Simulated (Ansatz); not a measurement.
**PbSe: response to strain**

Start from PbSe in the rock salt structure (space group Fm-3m, No. 225; a = 6.041 Å). Axes: x, y, z lie along the cube axes.

Strains are applied to the cell and any free atomic positions relax; under biaxial strain the out-of-plane vector relaxes too.

Calculations: LDA (Ansatz, a quantum-chemistry and plane-wave program; PAW; 420 eV plane waves; without spin-orbit coupling).

Notes on the quantities. pressure: mean of the normal stresses, compression positive; energy relative to the base: free energy F.

```json
[
 {"change": "base", "pressure": "0.0 GPa", "shortest interatomic distance": "3.020 Å", "energy relative to the base": "0 meV/atom"},
 {"change": "biaxial strain −2.50 %, plane normal [111], relaxed out of plane", "pressure": "1.3 GPa", "shortest interatomic distance": "2.999 Å", "energy relative to the base": "+8.3 meV/atom"},
 {"change": "biaxial strain −2.08 %, plane normal [111], relaxed out of plane", "pressure": "1.1 GPa", "shortest interatomic distance": "(withheld)", "energy relative to the base": "+5.7 meV/atom"},
 {"change": "biaxial strain −1.67 %, plane normal [111], relaxed out of plane", "pressure": "0.9 GPa", "shortest interatomic distance": "3.006 Å", "energy relative to the base": "+3.6 meV/atom"},
 {"change": "biaxial strain −1.25 %, plane normal [111], relaxed out of plane", "pressure": "0.6 GPa", "shortest interatomic distance": "3.010 Å", "energy relative to the base": "+2.0 meV/atom"},
 {"change": "biaxial strain +0.42 %, plane normal [111], relaxed out of plane", "pressure": "-0.2 GPa", "shortest interatomic distance": "3.024 Å", "energy relative to the base": "+0.2 meV/atom"},
 {"change": "biaxial strain +1.25 %, plane normal [111], relaxed out of plane", "pressure": "-0.6 GPa", "shortest interatomic distance": "(withheld)", "energy relative to the base": "+2.0 meV/atom"},
 {"change": "biaxial strain +1.67 %, plane normal [111], relaxed out of plane", "pressure": "(withheld)", "shortest interatomic distance": "3.035 Å", "energy relative to the base": "+3.5 meV/atom"},
 {"change": "biaxial strain +2.08 %, plane normal [111], relaxed out of plane", "pressure": "-1.0 GPa", "shortest interatomic distance": "3.039 Å", "energy relative to the base": "+5.4 meV/atom"},
 {"change": "biaxial strain +2.50 %, plane normal [111], relaxed out of plane", "pressure": "-1.2 GPa", "shortest interatomic distance": "3.043 Å", "energy relative to the base": "+7.8 meV/atom"}
]
```

Task: What belongs in the blanks?

Result: 
- biaxial strain −2.08 %, plane normal [111], relaxed out of plane, shortest interatomic distance: 3.003 Å
- biaxial strain +1.25 %, plane normal [111], relaxed out of plane, shortest interatomic distance: 3.031 Å
- biaxial strain +1.67 %, plane normal [111], relaxed out of plane, pressure: -0.8 GPa

The mesh was chosen for an insulator and is coarse for the gapless case. Whether these cells are dynamically stable was not tested. The final runs are not spin-polarised.
